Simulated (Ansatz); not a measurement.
For L1₀ (CuAu-type) TiAl, RPBE (plane waves, PAW; Ansatz, a program for electronic structure) gives:

- lattice constant a = 2.846 Å
- lattice parameter c = 4.106 Å
- bulk modulus B0 = 108 GPa
- cohesive energy = 4.39 eV/atom
- elastic constant C44 = 107 GPa
- polycrystal shear modulus = 67.6 GPa
- enthalpy of formation = -0.399 eV/atom

**Question.** What does r²SCAN in Ansatz (plane waves, PAW) give for the same quantities?

**Answer.** 
- lattice constant a: 2.812 Å (falls by 1.2 %)
- lattice parameter c: 4.062 Å (shrinks by 1.1 %)
- bulk modulus: 121 GPa (increases by 12 %)
- cohesive energy: 4.58 eV/atom (goes up by 0.19 eV/atom)
- elastic constant C44: 124 GPa (grows by 16 %)
- Voigt–Reuss–Hill shear modulus: 78.0 GPa (goes up by 15 %)
- formation enthalpy: -0.453 eV/atom (moves by -0.054 eV/atom)

For comparison: lattice constant a 2.826 Å (measured, temperature not stated, not corrected to a static lattice, P4/mmm two-atom cell, a_fct/√2; as tabulated in Zope and Mishin (2003), arXiv:cond-mat/0306298); lattice parameter c 4.077 Å (measured, temperature not stated, not corrected to a static lattice; as tabulated in Zope and Mishin (2003), arXiv:cond-mat/0306298); cohesive energy 4.51 eV/atom (measured, temperature not stated, no zero-point or thermal correction; as tabulated in Zope and Mishin (2003), arXiv:cond-mat/0306298); elastic constant C44 109 GPa (measured, 0 K, extrapolated to 0 K, Ti-56 at.% Al crystal; axes of the face-centred tetragonal cell; as tabulated in Qi et al. (2023), arXiv:2305.11825); formation enthalpy -0.38 eV/atom (measured, temperature not stated, no zero-point or thermal correction; as tabulated in Zope and Mishin (2003), arXiv:cond-mat/0306298).

Changes are worked out from the printed values.

Unless a cell is named, each level is at its own relaxed cell (RPBE 16.63, r²SCAN 16.06 Å³/atom).

The crystal itself was run without spin with RPBE, r²SCAN; a magnetic state was not tried in these runs.

Ansatz's density-functional and Hartree–Fock values are scalar-relativistic unless marked +SOC, with PAW data made under PBE.
